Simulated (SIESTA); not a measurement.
SIESTA run on RbCl (Fm-3m, 2 atoms in the cell): self-consistent single point.

Computed with SIESTA with GGA PBE with spin-orbit coupling, numerical atomic orbitals TZP, PseudoDojo PBE fully relativistic norm-conserving potentials (rewritten from UPF to PSML).

```
CELL_PARAMETERS angstrom
      0.00000     3.22764     3.22764
      3.22764     0.00000     3.22764
      3.22764     3.22764     0.00000
ATOMIC_POSITIONS crystal
  Rb 0.00000 0.00000 0.00000
  Cl 0.50000 0.50000 0.50000
```

Reference input (self-consistent single point, DFT, GGA PBE, numerical atomic orbitals TZP, PseudoDojo PBE standard norm-conserving potentials (rewritten from UPF to PSML)): XC.functional = GGA; XC.authors = PBE; potentials = PseudoDojo PBE standard; PAO.BasisSize = TZP; PAO.EnergyShift = 0.01 Ry; MeshCutoff = 400 Ry; kgrid.MonkhorstPack = 9 9 9; OccupationFunction = FD; ElectronicTemperature = 116.05 K; MaxSCFIterations = 150; SCF.Mixer.Method = Pulay; SCF.Mixer.Weight = 0.25. This run's input differs from it in these lines:

```diff
@@ -1,2 +1,2 @@
-# files in the folder: Rb.psml Cl.psml (PseudoDojo PBE standard)
+# files in the folder: Rb.psml Cl.psml (PseudoDojo PBE fully relativistic)
 SystemName  RbCl
@@ -34,2 +34,7 @@
 ElectronicTemperature        116.05 K
+Spin                         spin-orbit
+%block DM.InitSpin
+  1 0.00 0.00 0.00
+  2 0.00 0.00 0.00
+%endblock DM.InitSpin
```

Output, abridged:

```
        iscf     Eharris(eV)        E_KS(eV)     FreeEng(eV)     dDmax    Ef(eV) dHmax(eV)
   scf:    1    -1187.341040    -1185.430189    -1185.430189  0.904087 -2.888178  2.239693
     spin moment: {S} , |S| = {    0.00000    0.00000    0.00000 }     0.00000
   scf:    2    -1185.695346    -1185.572180    -1185.572180  0.034017 -3.442418  1.397542
     spin moment: {S} , |S| = {   -0.00000    0.00000    0.00000 }     0.00000
   scf:    3    -1185.664240    -1185.627672    -1185.627672  0.034509 -4.141039  0.382922
     spin moment: {S} , |S| = {   -0.00000    0.00000    0.00000 }     0.00000
   [... lines left out ...]
   scf:    7    -1185.631126    -1185.631133    -1185.631133  0.000079 -4.435860  0.003398
     spin moment: {S} , |S| = {    0.00000    0.00000   -0.00000 }     0.00000
mix: Pulay -- inversion failed, > SVD [rank/size] 3 / 6
   scf:    8    -1185.631136    -1185.631133    -1185.631133  0.000186 -4.436089  0.000036
     spin moment: {S} , |S| = {   -0.00000   -0.00000   -0.00000 }     0.00000
mix: Pulay -- inversion failed, > SVD [rank/size] 3 / 7
   scf:    9    -1185.631133    -1185.631133    -1185.631133  0.000001 -4.436118  0.000009
     spin moment: {S} , |S| = {   -0.00000   -0.00000   -0.00000 }     0.00000
SCF Convergence by DM+H criterion
max |DM_out - DM_in|         :     0.0000013772
max |H_out - H_in|      (eV) :     0.0000085375
SCF cycle converged after 9 iterations

Using DM_out to compute the final energy and forces

siesta: E_KS(eV) =            -1185.6311

siesta: E_KS - E_eggbox =     -1185.6311

siesta: Atomic forces (eV/Ang):
     1   -0.000000    0.000000   -0.000000
     2    0.000000    0.000000    0.000000
   Tot    0.000000    0.000000    0.000000
   Max    0.000000
   Res    0.000000    sqrt( Sum f_i^2 / 3N )
   Max    0.000000    constrained

Stress tensor Voigt[x,y,z,yz,xz,xy] (kbar):      -24.24      -24.24      -24.24       -0.01       -0.01       -0.01
(Free)E + p*V (eV/cell)    -1184.6136
Target enthalpy (eV/cell)    -1185.6311

siesta: Program's energy decomposition (eV):
siesta: Enl(+so)=        31.542043
   [... lines left out ...]
siesta: FreeEng =     -1185.631133
   [... lines left out ...]
siesta:    -0.015131   -0.000003   -0.000003
siesta:    -0.000003   -0.015131   -0.000003
siesta:    -0.000003   -0.000003   -0.015131

siesta: Cell volume =         67.249037 Ang**3

siesta: Pressure (static):
siesta:                Solid            Molecule  Units
siesta:           0.00016480          0.00016480  Ry/Bohr**3
siesta:           0.01513138          0.01513138  eV/Ang**3
siesta:          24.24314370         24.24314370  kBar
```

The run converged in 9 iterations. Against the reference run the pressure stays at 2.42 GPa and the gap on the mesh goes from 5.010 to 4.966 eV.

The starting cell comes from a database of computed structures (which also holds hypothetical and non-ambient phases and stackings), without a prior relaxation at this level. Its lattice was rescaled by a random factor within 2.5 % of one. Values carry the incompleteness of an atom-centred basis. The basis of the alkali or alkaline-earth atoms may lack their empty d shell, which can raise the gap.

Cost on one core of a shared machine: roughly 60 s.
